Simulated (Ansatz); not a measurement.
**Ansatz (an electronic-structure program) run on K (Pm-3n, 8 atoms in the cell): self-consistent single point**

Level of theory: r2SCAN, default PAW files made with PBE (plane waves; Ansatz).

The input file:

Ansatz 0.2 input:
```yaml
# K
crystal:
  lattice:
    - [8.357090, 0.000000, 0.000000]
    - [0.000000, 8.357090, 0.000000]
    - [0.000000, 0.000000, 8.357090]
  atoms:
    - { symbol: K, position: [0.250000, 0.000000, 0.500000] }
    - { symbol: K, position: [0.750000, 0.000000, 0.500000] }
    - { symbol: K, position: [0.000000, 0.500000, 0.250000] }
    - { symbol: K, position: [0.000000, 0.500000, 0.750000] }
    - { symbol: K, position: [0.500000, 0.250000, 0.000000] }
    - { symbol: K, position: [0.500000, 0.750000, 0.000000] }
    - { symbol: K, position: [0.000000, 0.000000, 0.000000] }
    - { symbol: K, position: [0.500000, 0.500000, 0.500000] }
basis:
  ecutwfc: 500.0
kpoints:
  mp_grid:
    grid: [3, 3, 3]
hamiltonian:
  xc: r2scan
  pseudopotentials:
    kind: paw
scf:
  occupations:
    method: cold
    width: 0.272
output:
  forces: true
  eigenvalues: true
  stress: true
```

Output, abridged:

```
WARN ansatz: RAYON_NUM_THREADS=1 ignored (pool sized by the plan → 1); use --threads N
Pseudopotentials: kind: paw
Pseudopotential: K, paw, valence charge 9
Crystal: 8 atoms, lattice volume = 583.667 Å³
Basis set: ecut = 500 eV, 14795 PW (Γ), exchange–correlation on 256×256×256 points (64 copies of the dense FFT grid, shifted against one another)
Bands: 44, of which v1, the nominal top of the filled ones, is band 36 counted from 1 (35 counted from 0)
Symmetry: 48 space group operations
Space group: Pm-3n (ITA 223), of the structure as read, at distance tolerance 8.4e-5 Å
k-points: 4 of 27
PAW frozen core: K, regenerated for the run's functional
Initial density: superposition of atomic densities (neutral atoms: chi_scale 0, normalization atom), corrected by the library's trained network
Initial wavefunctions: pseudopotential atomic-orbital guess
Eigensolver: davidson
Functional: x = r2scan, c = r2scan; τ floored in thin density (d = 2e-4 eV/Å³)
SCF iter   1: F=—  HF=-12339.664508 eV  |F-HF|=—  |Δ(HF+E_count)|=         —  Δρ=2.24e-3  dr2=1.47e-2  dr2_τ=1.09e-3  ethr=1.77e-3  ⟨swp⟩=11.2  Hψ=774  notcnv=0
all-band conjugate gradients solve this SCF's bands
preconditioner: auto → Kerker (q_TF=auto, 1.925 Å⁻¹)
SCF iter   2: F=—  HF=-12339.668072 eV  |F-HF|=—  |Δ(HF+E_count)|=   3.56e-3  S|Δr|=    0.00e0  Δρ=1.19e-3  dr2=5.93e-3  dr2_τ=1.35e-4  ethr=2.04e-5  ⟨swp⟩=3.0  Hψ=366  notcnv=0
SCF iter   3: F=—  HF=-12339.672238 eV  |F-HF|=—  |Δ(HF+E_count)|=   4.17e-3  S|Δr|=    0.00e0  Δρ=2.48e-4  dr2=1.17e-3  dr2_τ=7.75e-6  ethr=8.23e-6  ⟨swp⟩=3.0  Hψ=351  notcnv=0
SCF iter   4: F=—  HF=-12339.672369 eV  |F-HF|=—  |Δ(HF+E_count)|=   1.30e-4  S|Δr|=    0.00e0  Δρ=6.83e-5  dr2=2.68e-5  dr2_τ=1.32e-6  ethr=1.63e-6  ⟨swp⟩=3.0  Hψ=307  notcnv=0
SCF iter   5: F=—  HF=-12339.672753 eV  |F-HF|=—  |Δ(HF+E_count)|=   3.84e-4  S|Δr|=    0.00e0  Δρ=2.27e-5  dr2=9.56e-6  dr2_τ=1.14e-7  ethr=3.72e-8  ⟨swp⟩=2.2  Hψ=299  notcnv=0
SCF iter   6: F=—  HF=-12339.672753 eV  |F-HF|=—  |Δ(HF+E_count)|=   2.27e-7  S|Δr|=    0.00e0  Δρ=7.53e-6  dr2=8.13e-7  dr2_τ=2.36e-8  ethr=1.33e-8  ⟨swp⟩=2.0  Hψ=298  notcnv=0
SCF iter   7: F=—  HF=-12339.672752 eV  |F-HF|=—  |Δ(HF+E_count)|=   4.14e-7  S|Δr|=    0.00e0  Δρ=2.46e-6  dr2=1.32e-7  dr2_τ=1.45e-9  ethr=1.13e-9  ⟨swp⟩=2.0  Hψ=298  notcnv=0
SCF iter   8: F=-12339.672752 eV  HF=-12339.672752 eV  |F-HF|=8.08e-10  |Δ(HF+E_count)|=   9.50e-8  S|Δr|=    0.00e0  Δρ=4.80e-7  dr2=5.30e-9  dr2_τ=8.54e-11  ethr=1.39e-10  ⟨swp⟩=10.2  Hψ=786  notcnv=0
SCF 1 converged in 8 iterations: F = -12339.672752 eV  dr2 = 5.30e-9
SCF converged after 8 iterations
Stability not checked (fill_not_monotonic)
Free energy (F): -12339.672752 eV
Harris-Foulkes:  -12339.672752 eV  (|F-HF|=8.08e-10)
Internal energy: -12339.565482 eV  (E = F + TS)
E sigma→0 (E₀):  -12339.636995 eV
Entropy (-TS):   -0.107270 eV (-13.409 meV/atom)
Fermi energy:    1.939539 eV
--- Per-component energies (eV) ---
  E_band       = -1193.726908
  E_kinetic    = 2018.312431
  E_local      = -6029.648510  (includes V_loc(G=0)·N_el)
  E_nonlocal   = 102.330927
  E_hartree    = 2149.998649
  E_xc         = -1058.202270
  E_vxc        = -1472.560284  (∫ρ·V_xc dr)
  E_paw        = -6303.243720  (= ΣΔE_a)
  E_vpaw       = -201.472312  (= ΣTr[D̂ρ^β])
  E_aug_tail   = -0.000017  (compensation charges beyond the density's cutoff)
  E_vtau       = 89.313638  (kinetic-family band-sum trace: ∫τ·v_τ [+ j·A + Jᵃ·Aᵃ] dr)
  E_ewald      = -3217.543492
  E_core_change = -1.569481  (= ΣΔE_core)
  E_smearing   = -0.107270  (= −TS)
  E_closure    = -0.000000  (closes the sum)
  Σ components = -12339.672752   (vs F -12339.672752, Δ=0.00e0)
--- Forces (eV/Å), atoms counted from 1 ---
  atom   1  K     -0.00000000     0.00000000    -0.00000000
   [... zero for the other atoms too ...]
  max |Σ_I F_I| component: 2.03e-20 eV/Å
--- Stress (GPa, compression-positive) ---
        0.207591       0.000000      -0.000000
       -0.000000       0.207591       0.000000
        0.000000       0.000000       0.207591
  P = ⅓ Tr σ = 0.2076 GPa (2.076 kbar)
  The stress holds the Pulay correction. Without it, at fixed plane waves, as pw.x and ABINIT print it: P = 0.2036 GPa
--- Band table (eV) ---
  k-point 0: bands = ["-31.7518", "-31.7501", "-31.7501", "-31.7443", "-31.7443", "-31.7443", "-31.7404", "-31.7398", "-14.5417", "-14.5417", "-14.5334", "-14.4762", "-14.4762", "-14.4762", "-14.4613", "-14.4613", "-14.4613", "-14.4355", "-14.4355", [...]
  k-point 1: bands = ["-31.7511", "-31.7503", "-31.7489", "-31.7459", "-31.7443", "-31.7443", "-31.7402", "-31.7400", "-14.5419", "-14.5393", "-14.5116", "-14.4749", "-14.4749", "-14.4646", "-14.4646", "-14.4625", "-14.4585", "-14.4502", "-14.4375", [...]
  k-point 2: bands = ["-31.7506", "-31.7493", "-31.7487", "-31.7460", "-31.7459", "-31.7443", "-31.7402", "-31.7401", "-14.5420", "-14.5152", "-14.5117", "-14.4721", "-14.4680", "-14.4664", "-14.4640", "-14.4584", "-14.4573", "-14.4534", "-14.4488", [...]
  k-point 3: bands = ["-31.7494", "-31.7488", "-31.7488", "-31.7459", "-31.7459", "-31.7458", "-31.7403", "-31.7402", "-14.5161", "-14.5161", "-14.5135", "-14.4688", "-14.4688", "-14.4650", "-14.4600", "-14.4556", "-14.4546", "-14.4546", "-14.4515", [...]
```

The run converged in 8 iterations.

The starting cell was generated: these elements placed on a structure prototype, without a prior relaxation; it need not be a known phase or ordering of this composition. Ansatz's pressure includes its estimate of the finite-basis (Pulay) stress.
